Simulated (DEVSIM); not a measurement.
## CdS/CdTe n-p heterojunction

Device: CdS/CdTe n-p heterojunction, at 300 K.

| layer (left to right) | material | thickness (μm) | Nd (cm⁻³) | Na (cm⁻³) | τn (s) | τp (s) |
|---|---|---|---|---|---|---|
| 1 | CdS | 0.500 | 1.9e17 | - | 3e-10 | 3e-10 |
| 2 | CdTe | 4.50 | - | 6.2e17 | 3e-10 | 3e-10 |

Left contact: ohmic. Right contact: ohmic. Voltage is applied to the left contact. Recombination: SRH at mid-gap. Mobility is constant in doping.

Constants are typed, rounded textbook-type inputs, not results; the design itself was drawn at random and stands for no fabricated device. Values at 300 K.

```csv
parameter,CdS,CdTe
gap (eV),2.4,1.5
affinity (eV),4.3,4.28
permittivity,9,10.2
Nc (cm⁻³),2.2e18,8e17
Nv (cm⁻³),1.8e19,1.8e19
μn (cm²/Vs),300,1000
μp (cm²/Vs),25,80
```

DEVSIM, 1D drift-diffusion, Boltzmann statistics, complete ionisation; no tunnelling, impact ionisation, image-force lowering or self-heating. Band offsets follow the typed affinities; no thermionic-emission limit at abrupt steps, no polarisation charge.

* **Potential step across the device at zero bias**: 1.330 V
* **Largest field in the device at zero bias**: 280000 V/cm
* **Dark forward voltage at 1 A/cm²**: 1.140 V
* **Dark forward voltage at 100 A/cm²**: 1.266 V

Dark forward current:

```csv
V (V),J (A/cm²)
-0.25,-2.1e-14
-0.30,-1.0e-13
-0.40,-2.5e-12
-0.45,-1.3e-11
-0.50,-6.6e-11
-0.55,-3.5e-10
-0.65,-1.1e-8
-0.70,-6.6e-8
-0.75,-4.0e-7
-0.80,-2.5e-6
-0.90,-0.00011
-0.95,-0.00070
-1.00,-0.0047
-1.05,-0.032
-1.15,-1.5
-1.20,-10.0
-1.25,-62
-1.30,-280
-1.40,-1500
-1.45,-2400
```

Small-signal capacitance in reverse bias (quasi-static):

```csv
V (V),C (nF/cm²)
0.04,85.1
0.1,83.3
0.2,80.4
0.3,77.8
0.4,75.4
0.6,71.3
0.8,67.8
1,64.8
1.3,60.9
1.6,57.6
2,54.0
```
